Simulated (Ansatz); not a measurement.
Consider MgO in the rock salt structure (space group Fm-3m, No. 225; a = 4.215 Å).

Level of theory: plane-wave PAW DFT at the PBEsol level (Ansatz, a program for electronic structure, 420 eV), no SOC, earlier PAW set.

For the base:

- Hole mass: 0.38, 2.1, 2.1 mₑ (at Γ)
- Electron mass: 0.34 mₑ (at Γ)

One thing is altered: every lattice vector is stretched by 0.91 %, atoms relaxed at fixed cell.

What happens to the mean gap deformation potential ΔEg/Δln V, energy relative to the base, hole mass and electron mass?

The mean gap deformation potential ΔEg/Δln V comes out as -9.4 eV; the energy rises by 3.3 meV/atom; the hole mass (degenerate bands, along [100]) becomes 0.37, 2.1, 2.1 mₑ (at Γ) (base: 0.38, 2.1, 2.1 mₑ (at Γ)); the electron mass goes from 0.34 mₑ (at Γ) to 0.33 mₑ (at Γ).

The cells carry an imposed strain or load. Effective masses come from finite differences of ±0.01 Å⁻¹. No phonon test of stability was made.
